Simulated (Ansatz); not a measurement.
The starting structures come from a database of crystals and need not be the phases stable at ambient conditions.

 Where the default PAW files enter, the runs use the earlier of Ansatz's two default sets.

**Evanescent states of Li2Se (Fm-3m, anti-fluorite, not sure to be the ambient phase, 3 atoms a cell, 17.6 Å³ an atom) along the normal of (110)**

Calculation: r2SCAN (plane waves, PAW; Ansatz, a quantum-chemistry and plane-wave program).

No gap correction and no spin-orbit coupling; mid-gap values are interpolated between computed energies.

Energies count from the valence-band top; κ is the least over a 8×6 mesh across the current.

| E (eV) | κ (1/Å) | where |
|---|---|---|
| 0.09 | 0.077 | Γ |
| 0.26 | 0.130 | Γ |
| 0.42 | 0.163 | Γ |
| 0.59 | 0.188 | Γ |
| 0.77 | 0.207 | Γ |
| 0.94 | 0.222 | Γ |
| 1.10 | 0.233 | Γ |
| 1.27 | 0.243 | Γ |
| 1.45 | 0.250 | Γ |
| 1.61 | 0.256 | Γ |
| 1.78 | 0.259 | Γ |
| 1.96 | 0.262 | Γ |
| 2.12 | 0.262 | Γ |
| 2.29 | 0.261 | Γ |
| 2.46 | 0.251 | Γ |
| 2.63 | 0.234 | Γ |
| 2.81 | 0.213 | Γ |
| 2.98 | 0.187 | Γ |
| 3.15 | 0.155 | Γ |
| 3.31 | 0.108 | Γ |

Problem. How thick must the barrier be to attenuate the transmission by 10^4 when the electrodes' Fermi level lies at 3.15 eV, and what attenuation does that film give at 1.61 eV?

Solution. d = 4 ln 10 / (2 × 0.155) = 29.7 Å. At 1.61 eV it gives 4 × 0.256/0.155 = 6.6 decades.
